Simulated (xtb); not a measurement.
xtb 6.7.1, GFN2-xTB: c1c[se]c(-c2ccc(-c3c4ccccc4cc4ccccc34)s2)c1, 38 atoms. The geometry is a generated start, not checked to be a minimum at this level.

run flags: --grad
method: GFN2-xTB
--acc: 1 (default)
--etemp (K): 300 (default)
basis functions: 122
valence electrons: 114

One run each on 1 thread. Values of broydamp tried: 0.02, 0.05, 0.1, 0.2, 0.4 (default), 0.6, 0.8, 1.

Question: Which value of broydamp needs the fewest SCC iterations, and what happens away from it?

Answer: Fewest SCC iterations, within one of each other: 0.2 with 14, 0.4 (default) with 14, 0.6 with 14. The count rises to 21 at 0.02. All converge to one solution.

| broydamp | SCC iterations | end |
|---|---|---|
| 0.02 | 21 | same solution |
| 0.05 | 19 | same solution |
| 0.1 | 16 | same solution |
| 0.2 | 14 | same solution |
| 0.4 (default) | 14 | same solution |
| 0.6 | 14 | same solution |
| 0.8 | 16 | same solution |
| 1 | 16 | same solution |
